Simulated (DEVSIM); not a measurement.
Device: illuminated Si n-on-p cell, one wavelength, at 300 K.

```
layer (left to right)  material  thickness (μm)  Nd (cm⁻³)  Na (cm⁻³)  τn (s)  τp (s)  absorption coefficient (cm⁻¹)
---------------------  --------  --------------  ---------  ---------  ------  ------  -----------------------------
1                            Si           0.450     4.5e18          -  5.1e-8  9.5e-7                          34000
2                            Si            33.0          -     6.7e16  1.5e-6  1.5e-6                          34000
```

Left contact: ohmic, minority hole recombination velocity 100 cm/s. Right contact: ohmic, minority electron recombination velocity 50 cm/s. Voltage is applied to the left contact. Recombination: SRH at mid-gap, radiative, Auger. Light enters at the left, 1.7e17 photons cm⁻² s⁻¹, one pass, no reflection. Mobility is constant in doping.

Constants are typed, rounded textbook-type inputs, not results; the design itself was drawn at random and stands for no fabricated device. Values at 300 K.

```tsv
parameter	Si
gap (eV)	1.124
affinity (eV)	4.05
permittivity	11.7
Nc (cm⁻³)	2.86e19
Nv (cm⁻³)	3.1e19
μn (cm²/Vs)	1417
μp (cm²/Vs)	470
B (cm³/s)	4.7e-15
Cn (cm⁶/s)	2.8e-31
Cp (cm⁶/s)	9.9e-32
```

DEVSIM, 1D drift-diffusion, Boltzmann statistics, complete ionisation; no tunnelling, impact ionisation, image-force lowering or self-heating.

Q: Tabulate band edges, carrier densities and field at 2.0 V on the left contact, in the dark.

A: Energies count from the Fermi level of the right contact; mesh points crowd at the junctions.

| x (μm) | Ec (eV) | Ev (eV) | n (cm⁻³) | p (cm⁻³) | field (V/cm) |
|---|---|---|---|---|---|
| 0.000 | -1.952 | -3.076 | 4.5e18 | < 1e2 | ≈ 0 |
| 0.02688 | -1.952 | -3.076 | 4.5e18 | < 1e2 | ≈ 0 |
| 0.08452 | -1.952 | -3.076 | 4.5e18 | < 1e2 | ≈ 0 |
| 0.1956 | -1.952 | -3.076 | 4.5e18 | < 1e2 | ≈ 0 |
| 0.3638 | -1.952 | -3.076 | 4.5e18 | < 1e2 | ≈ 0 |
| 0.4203 | -1.952 | -3.076 | 4.5e18 | < 1e2 | ≈ 0 |
| 0.4496 | -1.890 | -3.014 | 4.0e17 | < 1e2 | 230000 |
| 0.4926 | -0.944 | -2.068 | 190 | 100 | 200000 |
| 0.5704 | 0.281 | -0.844 | < 1e2 | 210000 | 120000 |
| 0.7394 | 0.965 | -0.159 | < 1e2 | 6.6e16 | 350 |
| 1.134 | 0.965 | -0.159 | < 1e2 | 6.7e16 | ≈ 0 |
| 2.470 | 0.965 | -0.159 | < 1e2 | 6.7e16 | ≈ 0 |
| 4.860 | 0.965 | -0.159 | < 1e2 | 6.7e16 | ≈ 0 |
| 10.04 | 0.965 | -0.159 | < 1e2 | 6.7e16 | ≈ 0 |
| 23.34 | 0.965 | -0.159 | 150 | 6.7e16 | ≈ 0 |
| 28.99 | 0.965 | -0.159 | 160 | 6.7e16 | ≈ 0 |
| 31.41 | 0.965 | -0.159 | 160 | 6.7e16 | ≈ 0 |
| 32.56 | 0.965 | -0.159 | 160 | 6.7e16 | ≈ 0 |
| 33.14 | 0.965 | -0.159 | 160 | 6.7e16 | ≈ 0 |
| 33.33 | 0.965 | -0.159 | 160 | 6.7e16 | ≈ 0 |
| 33.41 | 0.965 | -0.159 | 160 | 6.7e16 | ≈ 0 |
| 33.45 | 0.965 | -0.159 | 160 | 6.7e16 | ≈ 0 |
